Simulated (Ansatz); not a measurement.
Start from BP in the zinc blende structure (space group F-43m, No. 216).

```yaml
crystal:
  lattice:
    - [0.00000, 2.26010, 2.26010]
    - [2.26010, 0.00000, 2.26010]
    - [2.26010, 2.26010, 0.00000]
  atoms:
    - { symbol: P, position: [0.75000, 0.75000, 0.75000] }
    - { symbol: B, position: [0.00000, 0.00000, 0.00000] }
```

The other end (x = 1) is LiP in the zinc blende structure (space group F-43m, No. 216; a hypothetical phase, not in the database extracts checked): 20.18 Å³/atom, gap zero; this end may not be an ambient phase.

Method: PBEsol/PAW in Ansatz (an electronic-structure program), spin-orbit coupling left out.

Li replaces a fraction x of B; each row is one arrangement (x, atoms in the cell, starting space group or random), fully relaxed.

One change was made to it. Results:

The mean first-shell distances comes out as B–P 1.941 Å (end compound 1.957 Å), Li–P 2.535 Å (end compound 2.358 Å); the band gap goes from 1.11 eV to zero; the mixing energy amounts to -0.19 eV/atom (to 0.01 eV only: unlike meshes or grids) (against an end that may be hypothetical); the volume per atom grows by 1.801 Å³ (11.54 Å³ → 13.35 Å³).

**Question.** Name the change that was made.
(A) x(Li) = 0.25, 8 atoms, I-42m
(B) x(Li) = 0.25, 8 atoms, P-4m2
(C) x(Li) = 0.75, 8 atoms, P-4m2

**Answer.** B, x(Li) = 0.25, 8 atoms, P-4m2. For comparison, the mixing energy in the other runs: x(Li) = 0.75, 8 atoms, P-4m2 gives -0.61 eV/atom; x(Li) = 0.25, 8 atoms, I-42m gives +0.05 eV/atom.

Each cell is one ordered arrangement of few atoms, which overstates ordering effects compared with a random alloy. Whether these cells are dynamically stable was not tested. All final runs are without spin polarisation. Under x(Li) = 0.25, 8 atoms, P-4m2 and x(Li) = 0.75, 8 atoms, P-4m2 the cell changed shape so far that it is another structure.
